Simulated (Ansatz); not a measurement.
Where the default PAW files enter, the runs use the earlier of Ansatz's two default sets.

The decay constant κ of evanescent states in the gap governs leakage through a thin film.

Input:

```
O2Si
1.0
    4.91656     0.00000     0.00000
   -2.45828     4.25787     0.00000
    0.00000     0.00000     5.26868
Si O
3 6
Direct
  0.53120   0.53120   0.33333
  0.46880   0.00000   0.00000
  0.00000   0.46880   0.66667
  0.26856   0.41310   0.54782
  0.58690   0.85546   0.21449
  0.14454   0.73144   0.88115
  0.85546   0.58690   0.45218
  0.73144   0.14454   0.78551
  0.41310   0.26856   0.11885
```

Space group of this cell: P3_221. The cell is strained (lengths along the current scaled by 0.97, ions clamped); by r2SCAN its mean pressure is 6.7 GPa.

Transport runs along the normal of the first two printed cell vectors, the (001) (indices of the unstrained crystal) plane of the conventional cell.

No gap correction and no spin-orbit coupling; mid-gap values are interpolated between computed energies.

Predict the band gap and the smallest decay constant κ at mid-gap from Ansatz (a program for electronic structure) with r2SCAN.

Gap 6.79 eV on a 12×12×6 mesh; κ = 0.529 1/Å, at the zone centre.
